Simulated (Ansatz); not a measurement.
## A computed series for CoPtO2: pressure series

The reference is CoPtO₂ (space group R-3m, No. 166; non-magnetic).

```xyz
4
Lattice="1.4268 0.8238 5.9680 -1.4268 0.8238 5.9680 0.0000 -1.6476 5.9680" Properties=species:S:1:pos:R:3 pbc="T T T"
Pt     0.0000     0.0000     0.0000
Co     0.0000     0.0000     8.9521
O      0.0000     0.0000     2.0115
O      0.0000     0.0000    15.8926
```

Cell and atoms are relaxed at each pressure.

Level of theory: Ansatz (a first-principles code) PBE, no SOC.

Two rows of this table had their results exchanged by mistake.

```json
[
 {"pressure": "pressure −2 GPa", "volume per atom (Å³)": "10.62", "shortest distance (Å)": "1.918", "band gap": "zero"},
 {"pressure": "pressure −1 GPa", "volume per atom (Å³)": "10.57", "shortest distance (Å)": "1.916", "band gap": "zero"},
 {"pressure": "pressure 0.3 GPa", "volume per atom (Å³)": "10.51", "shortest distance (Å)": "1.912", "band gap": "zero"},
 {"pressure": "pressure 0.7 GPa", "volume per atom (Å³)": "10.49", "shortest distance (Å)": "1.911", "band gap": "zero"},
 {"pressure": "pressure 1.5 GPa", "volume per atom (Å³)": "10.30", "shortest distance (Å)": "1.901", "band gap": "zero"},
 {"pressure": "pressure 3 GPa", "volume per atom (Å³)": "10.39", "shortest distance (Å)": "1.906", "band gap": "zero"},
 {"pressure": "pressure 5 GPa", "volume per atom (Å³)": "10.45", "shortest distance (Å)": "1.909", "band gap": "zero"},
 {"pressure": "pressure 7.5 GPa", "volume per atom (Å³)": "10.20", "shortest distance (Å)": "1.895", "band gap": "zero"},
 {"pressure": "pressure 10 GPa", "volume per atom (Å³)": "10.11", "shortest distance (Å)": "1.890", "band gap": "zero"}
]
```

**Question.** Which two?

**Answer.** The rows for pressure 1.5 GPa and pressure 5 GPa: the volume has to fall steadily with pressure, so 10.45 Å³ belongs to pressure 1.5 GPa and 10.30 Å³ to pressure 5 GPa.

Load acts through the strain it causes; cell and atoms are relaxed under it. Stability against distortions was not tested. No other phases were tried under pressure. Seeded moments were not kept for the base. No Hubbard U is applied and the magnetic state is the run's own (CoPtO2 not spin-polarised; CoPtO2 non-magnetic); small cells can't hold the antiferromagnetic order that many such compounds have, so gaps and moments can be off. All final runs are without spin polarisation. An odd electron count without spin: CoPtO2.
